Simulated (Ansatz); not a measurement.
An Ansatz (an electronic-structure program) input (r2SCAN/PAW in Ansatz, no spin-orbit coupling):

Ansatz 0.2 input:
```yaml
crystal:
  lattice:
    - [0, 3.0426640179, 3.0426640179]
    - [3.0426640179, 0, 3.0426640179]
    - [3.0426640179, 3.0426640179, 0]
  atoms:
    - { symbol: Br, position: [0.25, 0.25, 0.25] }
    - { symbol: B, position: [0, 0, 0] }
basis: { ecutwfc: 500, ecutrho_ratio: 4, xc_grid: 4, fft_grid_basis: typed }
kpoints: { mp_grid: { grid: [9, 9, 9] } }
hamiltonian:
  xc: r2scan
  dispersion: none
  pseudopotentials: { kind: paw }
scf: { occupations: { method: fermi_dirac, width: 0.05 }, convergence: { dr2_threshold: 0.0000000002 } }
output: { forces: true, stress: true }
checkpoint: { write: state.ck, write_every: 1000 }
```

Task: Which symmetry and how many k-points will the program report, and about how many plane waves at Γ?

Result: Space group F-43m (ITA 216) with 24 operations, k-points 35 of 729, and 1459 plane waves at Γ.

Whether these cells are dynamically stable was not tested. The cell was made from BAs by this change: As → Br; the result is a hypothetical phase, not in the database extracts checked.
